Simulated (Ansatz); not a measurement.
## Re, response to strain

Base system: Re in the hcp (Mg type) structure (space group P6_3/mmc, No. 194; relaxed with 0.1 eV smearing).

```
CELL_PARAMETERS angstrom
      2.75189     0.00000     0.00000
     -1.37595     2.38321     0.00000
      0.00000     0.00000     4.44007
ATOMIC_POSITIONS crystal
  Re 0.66667 0.33333 0.75000
  Re 0.33333 0.66667 0.25000
```

Cartesian axes are those of the cell as printed.

Strains are applied to the cell and any free atomic positions relax; under biaxial strain the out-of-plane vector relaxes too.

Level of theory: PBEsol (Ansatz, a first-principles code, PAW, spin-orbit coupling left out).

Notes on the quantities. in-plane stress: mean in-plane stress (compression positive).

```csv
change,out-of-plane strain,in-plane stress,shortest interatomic distance
base,–,–,2.730 Å
"biaxial strain −2.50 %, plane normal [001], relaxed out of plane",+1.64 %,+22.7 GPa,2.683 Å
"biaxial strain −2.00 %, plane normal [001], relaxed out of plane",+1.32 %,+17.6 GPa,2.697 Å
"biaxial strain −1.00 %, plane normal [001], relaxed out of plane",+0.66 %,+8.3 GPa,2.724 Å
"biaxial strain −0.50 %, plane normal [001], relaxed out of plane",+0.33 %,+4.0 GPa,2.731 Å
"biaxial strain +0.50 %, plane normal [001], relaxed out of plane",-0.34 %,-3.7 GPa,2.728 Å
"biaxial strain +1.00 %, plane normal [001], relaxed out of plane",(withheld),(withheld),(withheld)
"biaxial strain +1.50 %, plane normal [001], relaxed out of plane",-1.04 %,-10.4 GPa,2.725 Å
"biaxial strain +2.00 %, plane normal [001], relaxed out of plane",-1.39 %,-13.4 GPa,2.724 Å
"biaxial strain +2.50 %, plane normal [001], relaxed out of plane",-1.75 %,-16.2 GPa,2.722 Å
```

Problem. Complete the table.

Solution. 
- biaxial strain +1.00 %, plane normal [001], relaxed out of plane, out-of-plane strain: -0.69 %
- biaxial strain +1.00 %, plane normal [001], relaxed out of plane, in-plane stress: -7.2 GPa
- biaxial strain +1.00 %, plane normal [001], relaxed out of plane, shortest interatomic distance: 2.727 Å

No phonon test of stability was made. The final runs are not spin-polarised.
